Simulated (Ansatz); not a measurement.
The reference is ZnSiP2 in the chalcopyrite structure (space group I-42d, No. 122).

```xyz
8
Lattice="-2.6764 2.6764 5.2228 2.6764 -2.6764 5.2228 2.6764 2.6764 -5.2228" Properties=species:S:1:pos:R:3 pbc="T T T"
Zn     0.0000     2.6764     2.6114
Zn     0.0000     0.0000     0.0000
Si     2.6764     0.0000     2.6114
Si     0.0000     0.0000     5.2228
P      1.3382     1.4157    -1.3057
P      1.3382     1.2607     3.9171
P      3.9372     1.3382     1.3057
P     -1.2607     1.3382     6.5285
```

Level of theory: PBEsol (Ansatz, a quantum-chemistry and plane-wave program), no spin-orbit coupling, earlier PAW set.

Before the change:

The gap character is direct at Γ, the band gap comes out as 1.16 eV and the width of the top valence band is 1.30 eV. The valence-band top at Γ comes out as 0.00, -0.12, -0.12 eV.

Now apply this change: full substitution Si → Sn, then cell and atoms are relaxed.

Tabulated Pauling electronegativity and covalent radius: Si 1.90, 1.11 Å; Sn 1.96, 1.39 Å.

What does the calculation give for the gap character, band gap, width of the top valence band and valence-band top at Γ after the change?

The gap character is still direct at Γ; the band gap decreases by 0.37 eV, from 1.16 eV to 0.79 eV; the width of the top valence band increases by 0.17 eV, from 1.30 eV to 1.47 eV; the valence-band top at Γ (three highest levels, from the VBM) becomes 0.00, 0.00, -0.01 eV (base: 0.00, -0.12, -0.12 eV).

Stability against distortions was not tested.
